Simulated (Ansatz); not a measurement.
Start from TiC in the rock salt structure (space group Fm-3m, No. 225; relaxed with 0.1 eV smearing).

```
TiC
1.0
    0.00000     2.16392     2.16392
    2.16392     0.00000     2.16392
    2.16392     2.16392     0.00000
Ti C
1 1
Direct
  0.00000   0.00000   0.00000
  0.50000   0.50000   0.50000
```

Method: Ansatz (a quantum-chemistry and plane-wave program) r2SCAN, no spin-orbit coupling.

Base values:

| Item | Value |
|---|---|
| Pressure | 0.0 GPa |
| Band gap | zero |

Perturbation: the cell is scaled by 0.9700 in all directions, atoms relaxed at fixed cell.

Q: What happens to the pressure?

A: The pressure goes from zero to 28.7 GPa.

Q: Estimate the effect on the energy relative to the base.

A: The energy rises by 74 meV/atom.

Q: Estimate the effect on the band gap.

A: The band gap is still zero.

The cells carry an imposed strain or load. No phonon test of stability was made. The final runs are not spin-polarised.
